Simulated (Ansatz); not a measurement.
# CdS: response to strain

The reference is CdS in the zinc blende structure (space group F-43m, No. 216; a = 5.8777 Å). Axes: x, y, z lie along the cube axes.

Strains are applied to the cell and any free atomic positions relax; under biaxial strain the out-of-plane vector relaxes too.

Computed with Kohn–Sham DFT with the r2SCAN functional, run in Ansatz (a first-principles code) with PAW and 500 eV plane waves, no spin-orbit coupling.

```json
[
 {"biaxial strain, plane normal [001], relaxed out of plane (%)": "0", "out-of-plane strain (%)": "0.00"},
 {"biaxial strain, plane normal [001], relaxed out of plane (%)": "0.5", "out-of-plane strain (%)": "?"},
 {"biaxial strain, plane normal [001], relaxed out of plane (%)": "1", "out-of-plane strain (%)": "-1.50"},
 {"biaxial strain, plane normal [001], relaxed out of plane (%)": "1.5", "out-of-plane strain (%)": "-2.28"},
 {"biaxial strain, plane normal [001], relaxed out of plane (%)": "2", "out-of-plane strain (%)": "-3.06"},
 {"biaxial strain, plane normal [001], relaxed out of plane (%)": "2.5", "out-of-plane strain (%)": "-3.86"},
 {"biaxial strain, plane normal [001], relaxed out of plane (%)": "3", "out-of-plane strain (%)": "-4.67"}
]
```

Question: Fit ε⊥ = −νε + γε² (strains in %) to the rows shown and predict the withheld row.

Answer: Least squares on the printed values gives ν = 1.48 (the biaxial Poisson response) and γ = -0.026 (largest residual 0.00 %); this predicts -0.75 %, and the run gives -0.74 %, in agreement.

Stability against distortions was not tested.
